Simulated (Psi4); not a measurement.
Psi4 1.11, BP86/def2-svp: Ge(F)(OMe) (C[O][Ge][F]), 7 atoms. The geometry is a generated start, not checked to be a minimum at this level.

```
Item                                 Result
--------------------------  ---------------
task                                 energy
method                                 bp86
basis                              def2-svp
memory                                 3 GB
maxiter                                 100
keys of the molecule block      symmetry c1
scf_type                       df (default)
e_convergence               1e-06 (default)
d_convergence               1e-06 (default)
dft_radial_points              75 (default)
dft_spherical_points          302 (default)
basis functions                          89
grid points                          151441
```

```xyz
7

Ge    -0.6149     0.3294     2.0309
F     -2.0705     1.1259     1.1964
O      0.3309    -0.1789     0.6838
C      0.5445    -0.2954    -0.7086
H      0.5911     0.6950    -1.1639
H      1.4885    -0.8191    -0.8701
H     -0.2695    -0.8569    -1.1684
```

With the defaults (diis = true, scf_initial_accelerator = adiis, damping_percentage = 0, guess = auto, which took SAD, soscf = false, soscf_start_convergence = 0.01, diis_max_vecs = 10) it converges in 10 SCF iterations. One run each on 2 threads, with these changes:
- scf_initial_accelerator = ediis
- guess = sadno
- guess = sap
- soscf = true, soscf_start_convergence = 0.001
- diis_max_vecs = 6
- guess = core
- soscf = true
- diis = false, scf_initial_accelerator = none, damping_percentage = 60
- scf_initial_accelerator = none

**Question.** Which runs fail or end elsewhere than the default run?

**Answer.** No convergence: diis = false, scf_initial_accelerator = none, damping_percentage = 60 (the run ends without SCF convergence in 100 iterations). The rest reach the solution of the defaults.

```json
[
 {"setting": "soscf = true, soscf_start_convergence = 0.001", "SCF iterations": "9", "JK calls": "20", "end": "same solution"},
 {"setting": "the defaults", "SCF iterations": "10", "JK calls": "11", "end": "same solution"},
 {"setting": "scf_initial_accelerator = none", "SCF iterations": "10", "JK calls": "11", "end": "same solution"},
 {"setting": "diis_max_vecs = 6", "SCF iterations": "10", "JK calls": "11", "end": "same solution"},
 {"setting": "scf_initial_accelerator = ediis", "SCF iterations": "10", "JK calls": "11", "end": "same solution"},
 {"setting": "soscf = true", "SCF iterations": "10", "JK calls": "31", "end": "same solution"},
 {"setting": "guess = sap", "SCF iterations": "11", "JK calls": "11", "end": "same solution"},
 {"setting": "guess = sadno", "SCF iterations": "12", "JK calls": "12", "end": "same solution"},
 {"setting": "guess = core", "SCF iterations": "15", "JK calls": "15", "end": "same solution"},
 {"setting": "diis = false, scf_initial_accelerator = none, damping_percentage = 60", "SCF iterations": "100", "JK calls": "101", "end": "no convergence"}
]
```

An SOSCF iteration holds several JK calls; a Hückel guess adds calls on atoms. 1 further run of the study ended by our limits or in an error and is left out.
